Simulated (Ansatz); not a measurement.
A set of cells, compared by their density of states at the Fermi level.

Cell A: Mo (bcc, Im-3m), 1 atom in the cell; spin state with PBE: run without spin, k-point mesh 26×26×26 on the run's own vectors.
```cif
data_Mo
_chemical_formula_sum 'Mo1'
_space_group_name_H-M_alt 'P 1'
_space_group_IT_number 1
_cell_length_a 2.73766
_cell_length_b 2.73766
_cell_length_c 2.73766
_cell_angle_alpha 109.471
_cell_angle_beta 109.471
_cell_angle_gamma 109.471
loop_
_space_group_symop_operation_xyz
  'x, y, z'
loop_
_atom_site_label
_atom_site_type_symbol
_atom_site_fract_x
_atom_site_fract_y
_atom_site_fract_z
_atom_site_occupancy
Mo1 Mo 0.00000 0.00000 0.00000 1
```

Cell B: W (bcc, Im-3m), 1 atom in the cell; spin state with PBE: run without spin, k-point mesh 26×26×26 on the run's own vectors.
Space group Im-3m (No. 229); a = 3.1837 Å, b = 3.1837 Å, c = 3.1837 Å, α = 90.00°, β = 90.00°, γ = 90.00°

```csv
atom,site,symmetry,x,y,z
W,2a,m-3m,0.0000,0.0000,0.0000
```
(The calculation used a cell of 1 atom; values per cell refer to that cell.)

Computed with Ansatz (plane waves, PAW), its default PAW set, cutoff 420 eV, 500 eV for r2SCAN. The structures are at rest with PBE; other levels are single points on them. Neutral cells; Fermi-Dirac smearing of at most 0.10 eV in the solids, energies taken to zero width. The lattices are those relaxed with PBE, so at other levels the solids can be strained, which adds to the spread. The runs are scalar-relativistic, without spin-orbit coupling. A dispersion term ran beside these levels; it doesn't touch the electrons. Both spins, broadened by a Gaussian of 0.2 eV on the run's mesh.

Task: Give the density of states at the Fermi level (states/eV per atom) at the level r2SCAN, cell by cell.

Result: 
```tsv
system	r2SCAN
A	0.57
B	0.41
```

With r2SCAN the value of A exceeds that of B by 0.16 states/eV per atom.

Task: How do the other levels compare?

Result: 
```
system   PBE
------  ----
A       0.64
B       0.47
```

With PBE the value of A exceeds that of B by 0.17 states/eV per atom.

Ansatz is a program for electronic structure.
